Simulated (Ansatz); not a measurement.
Adsorption energy and surface dipole of N on the 1x1 (111) surface of fcc Ni, ferromagnetic, one in a 2x2 cell, started at the site 'bridge Ni-Ni (span 2.5 Å)', worked from the runs' numbers; total energies count from the potentials' own zero.

Computed with RPBE, at the PBE geometry (plane waves to 420 eV, PAW; Ansatz, a quantum-chemistry and plane-wave program).

Model: 17-atom slab, 6.0 Å thick at the start under the adsorbate (thin: gaps and levels are the slab's own), 7x7x1 mesh, Fermi-Dirac 0.1 eV, dipole correction, single point; on the structure that PBE left under its start's symmetry; spin-polarised, no spin-orbit, no U, no dispersion correction. At the end it is bonded to 3 Ni. In PBE it is, or lies within 0.03 eV of, the lowest of the starts that converged; the order may differ at this level.

| quantity | value |
|---|---|
| slab with the adsorbate | -93896.695 eV |
| clean slab, same cell and mesh | -93511.166 eV |
| reference, ½ N2(g) | -385.754 eV |
| area of the cell | 21.45 Å² |
| change of the step from the bottom to the top vacuum level | 0.643 eV |

**Question.** What is the adsorption energy against this reference?

**Answer.** E(slab + adsorbate) − E(slab) − E(reference) = 0.22 eV, so in this state the adsorbate is less stable than in the reference, at a coverage of 4.66 a nm².

**Question.** What dipole does adsorption add to the slab along the outward normal (Helmholtz relation, ε₀ = 0.005526 e/(V·Å))?

**Answer.** p = −ε₀·A·ΔV = -0.076 e·Å = -0.37 D; its negative end points to the vacuum, which raises the vacuum level.
